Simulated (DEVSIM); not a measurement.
System: p-channel Si planar bulk MOSFET with Al2O3, at 300 K.

* **Gate length**: 25 nm
* **Source drain length**: 20 nm
* **Dielectric thickness**: 1.6 nm
* **Lateral straggle**: 1.3 nm
* **Underlap**: 0 nm
* **Junction depth**: 13.7 nm
* **Substrate depth**: 103 nm
* **Gate work function**: 5.11 eV
* **Source and drain doping**: 1e20 cm⁻³, Gaussian tails under the gate
* **Body doping**: 3.3e18 cm⁻³
* **Lifetime**: 6e-7 s
* **Supply**: 0.7 V

All mobilities are scaled by 0.5; velocity saturation, μ/(1 + (μE/vsat)^b)^(1/b) with b = 2 for electrons and 1 for holes and E the electric field along each mesh edge, is on. Mobility is constant in doping.

This is a model device: material constants are rounded textbook-type values typed into the input, and sizes, dopings and lifetimes were drawn at random. Values at 300 K.

Si: gap (eV) 1.124, affinity (eV) 4.05, permittivity 11.7, Nc (cm⁻³) 2.86e19, Nv (cm⁻³) 3.1e19, μn (cm²/Vs) 1417, μp (cm²/Vs) 470, vsat,n (cm/s) 1e7, vsat,p (cm/s) 8.4e6. Al2O3: gap (eV) 6.8, affinity (eV) 1.35, permittivity 9.

Model (solved in DEVSIM): 2D drift-diffusion, Boltzmann statistics, complete ionisation; no quantum confinement, tunnelling, impact ionisation, self-heating, contact resistance or fringe fields beside the gate. Metal contacts follow the ideal Schottky-Mott rule: no Fermi-level pinning, no interface dipoles.

Transfer curves, |Id| in μA/μm:

```
Vg (V)  Vd = -0.05 V  Vd = -0.7 V
------  ------------  -----------
0.21       0.0002026     0.001377
0.175      0.0005761     0.003761
0.14        0.001644      0.01036
0.105       0.004703      0.02875
0.07         0.01347      0.08013
0.035        0.03861       0.2237
0             0.1104       0.6130
-0.035        0.3141        1.659
-0.07         0.8827        4.383
-0.105         2.416        11.01
-0.14          6.269        25.39
-0.175         14.73        51.63
-0.21          30.12        90.51
-0.245         53.27        141.6
-0.28          82.88        201.5
-0.315         116.5        268.5
-0.35          152.6        341.0
-0.385         189.6        417.5
-0.42          227.1        497.9
-0.455         264.0        581.2
-0.49          300.4        667.2
-0.525         336.1        755.4
-0.56          370.6        845.2
-0.595         403.9        936.9
-0.63          436.1         1030
-0.665         467.1         1125
-0.7           496.9         1220
```

### Question
Work out the subthreshold swing at low drain bias from the rows at 0.07 and 0.035 V, and compare it with the thermal limit.

### Answer
log10(0.03861/0.01347) = 0.457 over 35.0 mV, so S = 76.5 mV/decade. The limit kT/q ln 10 is 59.5 mV/decade; the ratio is 1.29. This is the steepest step of the table.

### Question
Find both thresholds at the constant current 0.1 μA × (1 μm/L) a micrometre, and the DIBL.

### Answer
The current is 4.00 μA/μm. Interpolating ln Id gives -0.124 V and -0.067 V; their difference over the 0.65 V of drain bias is 87 mV/V.

Source and drain are degenerate, where Boltzmann statistics are only rough. The electric field that drives the saturation includes the junctions' built-in field, which lowers the mobility there even at small currents: subthreshold currents come out too low, a known weakness of this choice.
